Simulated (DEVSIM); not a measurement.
Device: Schottky contact on p-type GaSb, at 250 K.

```
layer (left to right)  material  thickness (μm)  Na (cm⁻³)  τn (s)  τp (s)
---------------------  --------  --------------  ---------  ------  ------
1                          GaSb            2.00     5.2e16  2.2e-9  2.2e-9
```

Left contact: Schottky, work function 4.346 eV, emission velocity 5.8e6 cm/s. Right contact: ohmic. Voltage is applied to the left contact. Recombination: SRH at mid-gap, Auger. Mobility is μmin + (μ − μmin)/(1 + (N/Nref)^α).

This is a model device: material constants are rounded textbook-type values typed into the input, and sizes, dopings and lifetimes were drawn at random. Values at 300 K; Nc and Nv go as T^1.5, mobilities as T to minus their exponent, the gap by Varshni's rule with the affinity fixed.

```
parameter            GaSb
----------------  -------
gap (eV)            0.726
affinity (eV)        4.06
permittivity         15.7
Nc (cm⁻³)          2.1e17
Nv (cm⁻³)          1.8e19
μn (cm²/Vs)          5000
μp (cm²/Vs)           850
μn,min               1000
μp,min                190
Nref,n             2.8e17
Nref,p               9e17
αn                   1.05
αp                   0.65
T exponent of μn        2
T exponent of μp      1.7
Cn (cm⁶/s)          5e-30
Cp (cm⁶/s)          5e-30
Varshni α (eV/K)  0.00042
Varshni β (K)         140
```

Model (solved in DEVSIM): 1D drift-diffusion, Boltzmann statistics, complete ionisation; no tunnelling, impact ionisation, image-force lowering or self-heating. Metal contacts follow the ideal Schottky-Mott rule: no Fermi-level pinning, no interface dipoles.

### Question
Tabulate band edges, carrier densities and field at zero bias.

### Answer
Energies count from the Fermi level of the right contact; mesh points crowd at the junctions.

```tsv
x (μm)	Ec (eV)	Ev (eV)	n (cm⁻³)	p (cm⁻³)	field (V/cm)
0.000	0.286	-0.459	2.7e11	7.8e9	61000
0.009235	0.340	-0.404	2.2e10	9.7e10	56000
0.02193	0.407	-0.338	1.0e9	2.1e12	49000
0.04200	0.492	-0.253	1.9e7	1.1e14	36000
0.07458	0.580	-0.165	330000	6.5e15	18000
0.1173	0.618	-0.126	55000	3.9e16	3200
0.1706	0.624	-0.120	42000	5.1e16	220
0.2779	0.625	-0.120	41000	5.2e16	≈ 0
0.3914	0.625	-0.120	41000	5.2e16	≈ 0
0.5475	0.625	-0.120	41000	5.2e16	≈ 0
0.7621	0.625	-0.120	41000	5.2e16	≈ 0
1.151	0.625	-0.120	41000	5.2e16	≈ 0
1.389	0.625	-0.120	41000	5.2e16	≈ 0
1.563	0.625	-0.120	41000	5.2e16	≈ 0
1.726	0.625	-0.120	41000	5.2e16	≈ 0
1.816	0.625	-0.120	41000	5.2e16	≈ 0
1.873	0.625	-0.120	41000	5.2e16	≈ 0
1.914	0.625	-0.120	41000	5.2e16	≈ 0
1.954	0.625	-0.120	41000	5.2e16	≈ 0
1.973	0.625	-0.120	41000	5.2e16	≈ 0
1.987	0.625	-0.120	41000	5.2e16	≈ 0
2.000	0.625	-0.120	41000	5.2e16	≈ 0
```
